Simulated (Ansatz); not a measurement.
Where the default PAW files enter, the runs use the earlier of Ansatz's two default sets.

Consider the following.

```
ZrO2
1.0
    3.59928     0.00000     0.00000
    0.00000     3.59928     0.00000
    1.79964    -1.79964     2.54508
Zr O
1 2
Direct
  0.00000   0.00000   0.00000
  0.75000   0.75000   0.50000
  0.25000   0.25000   0.50000
```

Space group of this cell: Fm-3m, fluorite. The cell is taken as given.

All values below come from r2SCAN (plane waves, PAW; Ansatz, a first-principles code).

The current runs along the normal of the first two printed vectors; no spin-orbit coupling. Scaled by the factor s: all lengths (ions clamped). Meshes 12×12×12 and 8×8 across the current in all rows.

| s | mean pressure (GPa) | band gap (eV) |
|---|---|---|
| 0.98 | 17.4 | ? |
| 1.00 | -0.2 | 3.88 |
| 1.02 | -13.6 | 3.69 |

**Question.** Take the slope of the band gap against ln s from the two given rows, extrapolate to s = 0.98, and say what the run there gives.

**Answer.** Slope = (3.69 − 3.88) / ln 1.02 = -9.59 eV. The line gives 3.88 + (-9.59) × ln 0.98 = 4.07 eV. The run gives 4.07 eV, as the line does.
